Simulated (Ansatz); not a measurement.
# Pressure series in BaO

The reference is BaO in the NiAs type structure (space group P6_3/mmc, No. 194; a = 3.772 Å, c = 6.644 Å; a model cell, its experimental status unchecked).

Cell and atoms are relaxed at each pressure.

All numbers come from PBEsol (Ansatz, a program for electronic structure), scalar-relativistic without spin-orbit coupling.

```json
[
 {"pressure (GPa)": "-2", "volume per atom (Å³/atom)": "21.066"},
 {"pressure (GPa)": "-1", "volume per atom (Å³/atom)": "20.756"},
 {"pressure (GPa)": "0", "volume per atom (Å³/atom)": "20.470"},
 {"pressure (GPa)": "2.1", "volume per atom (Å³/atom)": "19.931"},
 {"pressure (GPa)": "4.5", "volume per atom (Å³/atom)": "19.396"},
 {"pressure (GPa)": "9", "volume per atom (Å³/atom)": "18.560"},
 {"pressure (GPa)": "15", "volume per atom (Å³/atom)": "?"},
 {"pressure (GPa)": "22.5", "volume per atom (Å³/atom)": "16.790"},
 {"pressure (GPa)": "30", "volume per atom (Å³/atom)": "16.074"}
]
```

Fit the third-order Birch–Murnaghan form P(V) = (3B₀/2)[(V₀/V)^(7/3) − (V₀/V)^(5/3)]·[1 + (3/4)(B₀′ − 4)((V₀/V)^(2/3) − 1)] (squares taken in P) to the rows shown and predict the withheld row.

Least squares on the printed values gives V₀ = 20.471 Å³/atom, B₀ = 74.9 GPa, B₀′ = 4.2; this predicts 17.667 Å³/atom, and the run gives 17.670 Å³/atom, 0.003 higher.

Load acts through the strain it causes; cell and atoms are relaxed under it. Stability against distortions was not tested. No other phases were tried under pressure. This is not the structure that BaO has at room temperature and ambient pressure.
